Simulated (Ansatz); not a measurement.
BaZrO3 under a change: pressure 15 GPa

Start from BaZrO$_{3}$ in the cubic perovskite structure (space group Pm-3m, No. 221; a = 4.1807 Å).

The change: cell and atoms relaxed at a pressure of 15 GPa.

Calculations: PBEsol (Ansatz, a program for electronic structure), no spin-orbit coupling, earlier PAW set. Settings: 8×8×8 k-points, 0.05 eV Fermi–Dirac smearing.

```csv
quantity,base,changed,shift
volume per atom,14.61 Å³,13.52 Å³,-1.09 Å³
density,6.28 g/cm³,6.79 g/cm³,+0.51 g/cm³
lattice parameter a,4.181 Å,4.074 Å,-0.107 Å
shortest interatomic distance,2.090 Å,2.037 Å,-0.053 Å
enthalpy H = E + PV relative to the base's energy,–,+1.31 eV/atom,–
band gap (an upper bound: an edge found on the path is not a true extremum; the base alone),3.18 eV,3.34 eV,+0.16 eV
```

Cost of the whole job for the changed cell (relaxation, final SCF and bands): very roughly 30 core-seconds.

Load acts through the strain it causes; cell and atoms are relaxed under it. No phonon test of stability was made. Competing high-pressure phases were not computed.
